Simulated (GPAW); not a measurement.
## GPAW run on SnTe (I4mm, 2 atoms in the cell): self-consistent single point

Method: PBEsol, LCAO dzp, GPAW PAW datasets PBEsol (made by gpaw-setup) (GPAW).

The input file:

```python
from ase import Atoms
from gpaw import GPAW, FermiDirac

atoms = Atoms(['Sn', 'Te'],
              cell=[[0.000000, 3.144200, 3.144200],
                    [3.144200, 0.000000, 3.144200],
                    [3.144200, 3.144200, 0.000000]],
              scaled_positions=[[0.007951, 0.007951, -0.007951],
                                [0.500000, 0.500000, 0.500000]],
              pbc=True)

calc = GPAW(mode='lcao',
            h=0.18,
            basis='dzp',
            xc='PBEsol',
            kpts=(3, 3, 3),
            occupations=FermiDirac(0.01),
            convergence={'density': 1e-05, 'energy': 1e-05},
            symmetry={'symmorphic': False, 'tolerance': 0.0005},
            maxiter=150,
            txt='-')

atoms.calc = calc

energy = atoms.get_potential_energy()
print('Energy (eV):', round(energy, 6))
forces = atoms.get_forces()
print('Forces (eV/Ang):')
print(forces.round(5))
```

Log, with long lists cut:

```
Input parameters:
  basis: dzp
  convergence: {density: 1e-05,
                energy: 1e-05}
  h: 0.18
  kpts: [3 3 3]
  maxiter: 150
  mode: lcao
  occupations: {fixmagmom: False,
                name: fermi-dirac,
                width: 0.01}
  symmetry: {symmorphic: False,
             tolerance: 0.0005}
  xc: PBEsol

species:
  Sn:
    name: Tin
    Z: 50.0
    valence: 14
    core: 36
    charge: 0.0
    file: Sn.PBEsol.gz

    # LCAO basis set for Sn:
    #   Name: dzp
    #   File: Sn.dzp.basis.gz
    #   Number of radial functions: 7
    #   Number of spherical harmonics: 23
    #     l=0, rc=7.1250 Bohr: 5s-sz confined orbital
    #     l=1, rc=9.5469 Bohr: 5p-sz confined orbital
    #     l=2, rc=4.0625 Bohr: 4d-sz confined orbital
    #     l=0, rc=4.1250 Bohr: 5s-dz split-valence wave
    #     l=1, rc=5.6719 Bohr: 5p-dz split-valence wave
    #     l=2, rc=2.5938 Bohr: 4d-dz split-valence wave
    #     l=2, rc=9.5469 Bohr: d-type Gaussian polarization
    #   Number of RI-basis functions 0

  Te:
    name: Tellurium
    Z: 52.0
    valence: 6
    core: 46
    charge: 0.0
    file: Te.PBEsol.gz

    # LCAO basis set for Te:
    #   Name: dzp
    #   File: Te.dzp.basis.gz
    #   Number of radial functions: 5
    #   Number of spherical harmonics: 13
    #     l=0, rc=6.2500 Bohr: 5s-sz confined orbital
    #     l=1, rc=8.0156 Bohr: 5p-sz confined orbital
    #     l=0, rc=3.5469 Bohr: 5s-dz split-valence wave
    #     l=1, rc=4.6875 Bohr: 5p-dz split-valence wave
    #     l=2, rc=8.0156 Bohr: d-type Gaussian polarization
    #   Number of RI-basis functions 0

Reference energy: -352647.811924  # eV

Spin-paired calculation

Convergence criteria:
 Maximum [total energy] change in last 3 cyles: 1e-05 eV / valence electron
 Maximum integral of absolute [dens]ity change: 1e-05 electrons / valence electron
 Maximum integral of absolute [eigenst]ate change: 4e-08 eV^2 / valence electron
 Maximum number of scf [iter]ations: 150

Symmetries present (total): 8
Symmetries with fractional translations: 0
27 k-points: 3 x 3 x 3 Monkhorst-Pack grid
6 k-points in the irreducible part of the Brillouin zone
       k-points in crystal coordinates                weights
   0:     0.00000000    0.00000000    0.00000000          1/27
   1:     0.33333333    0.00000000   -0.33333333          8/27
   2:     0.33333333    0.00000000    0.33333333          4/27
   3:     0.33333333    0.33333333   -0.33333333          4/27
   4:     0.33333333    0.33333333    0.00000000          2/27
   5:     0.33333333    0.33333333    0.33333333          8/27

Wave functions: LCAO
  Diagonalizer: Serial LAPACK
  Atomic Correction: dense with blas
  Data-type: complex

Occupation numbers: Fermi-Dirac:
  width: 0.0100  # eV

Eigensolver
   LCAO using direct dense diagonalizer

Densities:
  Coarse grid: 20*20*20 grid
  Fine grid: 40*40*40 grid
  Total Charge: 0.000000

Density mixing:
  Method: separate
  Backend: pulay
  Linear mixing parameter: 0.05
  old densities: 5
  Damping of long wavelength oscillations: 50

Hamiltonian:
  XC and Coulomb potentials evaluated on a 40*40*40 grid
  Interpolation: tri-quintic (5. degree polynomial)
  Poisson solver: FastPoissonSolver using
    Stencil: 12*3+1=37 point O(h^6) finite-difference Laplacian
    FFT axes: [np.int64(0), np.int64(1), np.int64(2)]
    FST axes: []

XC parameters: PBEsol with 2 nearest neighbor stencil

Number of atoms: 2
Number of atomic orbitals: 36
Number of bands in calculation: 13
Number of valence electrons: 20
Bands to converge: occupied

Density initialized from atomic densities

                 Te

       Sn

Atomic positions and initial magnetic moments

Positions:
   0 Sn    -0.000000   -0.000000    0.049999    ( 0.0000,  0.0000,  0.0000)
   1 Te     3.144200    3.144200    3.144200    ( 0.0000,  0.0000,  0.0000)

Unit cell:
           periodic     x           y           z      points  spacing
  1. axis:    yes    0.000000    3.144200    3.144200    20     0.1815
  2. axis:    yes    3.144200    0.000000    3.144200    20     0.1815
  3. axis:    yes    3.144200    3.144200    0.000000    20     0.1815

  Lengths:   4.446570   4.446570   4.446570
  Angles:   60.000000  60.000000  60.000000

Effective grid spacing dv^(1/3) = 0.1981

     iter     time        total  log10-change:
                         energy   eigst   dens
iter:   1 --:--:--    -8.088772        c
iter:   2 --:--:--    -8.082325        c -1.61
iter:   3 --:--:--    -8.048763        c -1.64
iter:   4 --:--:--    -8.041805        c -2.45
iter:   5 --:--:--    -8.041826        c -2.76
iter:   6 --:--:--    -8.041248        c -2.76
iter:   7 --:--:--    -8.041244        c -3.68
iter:   8 --:--:--    -8.041231c       c -3.39
iter:   9 --:--:--    -8.041231c       c -5.09c

Converged after 9 iterations.

Dipole moment: (-1.777669, -1.777669, -2.961059) |e|*Ang

Energy contributions relative to reference atoms: (reference = -352647.811924)

Kinetic:        +18.694629
Potential:      -18.252197
External:        +0.000000
XC:              -8.592137
Entropy (-ST):   -0.000000
Local:           +0.108474
SIC:             +0.000000
--------------------------
Free energy:     -8.041231
Extrapolated:    -8.041231

Showing only first 2 kpts
 Kpt  Band  Eigenvalues  Occupancy
  0     8      4.29101    2.00000
  0     9      4.29110    2.00000
  0    10      9.89219    0.00000
  0    11      9.89256    0.00000

  1     8      3.49227    2.00000
  1     9      4.21471    2.00000
  1    10      8.68001    0.00000
  1    11      9.00776    0.00000

Fermi level: 6.72584

Gap: 1.556 eV
Transition (v -> c):
  (s=0, k=5, n=9, [0.33, 0.33, 0.33]) -> (s=0, k=5, n=10, [0.33, 0.33, 0.33])
No difference between direct/indirect transitions
Energy (eV): -8.041231

Forces in eV/Ang:
  0 Sn    0.00000    0.00000    0.03553
  1 Te    0.00000    0.00000   -0.03572
```

The run converged in 9 iterations.

The starting cell has typed, rounded lattice constants, without a prior relaxation at this level. Its lattice was rescaled by up to half a per cent. One atom was moved a little off its site on purpose. Spin-orbit coupling is off. Values carry the incompleteness of an atom-centred basis. Another mesh or the band path of this cell gives a smaller gap, so this value is not converged in the mesh.
